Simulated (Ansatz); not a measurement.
The starting structures come from a database of crystals and need not be the phases stable at ambient conditions.

Inside the gap of an insulator the Bloch states are evanescent, with a wavenumber k + iκ along the transport direction.

```yaml
crystal:
  lattice:
    - [6.57780, 0.00000, 0.00000]
    - [0.00000, 6.93234, 0.00000]
    - [0.00000, 3.46617, 2.00119]
  atoms:
    - { symbol: Al, position: [0.99932, 0.66667, 0.00000] }
    - { symbol: Al, position: [0.49932, 0.33333, 0.00000] }
    - { symbol: As, position: [0.62468, 0.66667, 0.00000] }
    - { symbol: As, position: [0.12468, 0.33333, 0.00000] }
```

Space group of this cell: P6_3mc, wurtzite. The cell is taken as given.

Transport runs along the normal of the first two printed cell vectors, the (110) plane of the conventional cell.

No gap correction and no spin-orbit coupling; mid-gap values are interpolated between computed energies.

Estimate the band gap and the smallest decay constant κ at mid-gap that PBEsol (Ansatz, an electronic-structure program) returns for this system.

Gap 1.65 eV on a 6×14×14 mesh; κ = 0.115 1/Å, at the zone centre.
